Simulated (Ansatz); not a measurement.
**Ti under a change: isotropic strain −1.50 %**

Base system: Ti in the hcp (Mg type) structure (space group P6_3/mmc, No. 194; a = 2.940 Å, c = 4.654 Å; relaxed with 0.1 eV smearing).

Modification: every lattice vector is shortened by 1.50 %, atoms relaxed at fixed cell.

Level of theory: PBE (Ansatz, a first-principles code), spin-orbit coupling left out. Γ-centred 23×23×13 mesh, Fermi–Dirac width 0.1 eV.

Volume per atom: 16.64 Å³ (base 17.42 Å³)
Space group: P6_3/mmc (No. 194) (base P6_3/mmc (No. 194))
Energy relative to the base (free energy F): +13 meV/atom
Band gap: zero (base zero)

Final structure:

```
CELL_PARAMETERS angstrom
      2.89568     0.00000     0.00000
     -1.44784     2.50774     0.00000
      0.00000     0.00000     4.58419
ATOMIC_POSITIONS crystal
  Ti 0.66667 0.33333 0.75000
  Ti 0.33333 0.66667 0.25000
```

No phonon test of stability was made. The final runs are not spin-polarised.
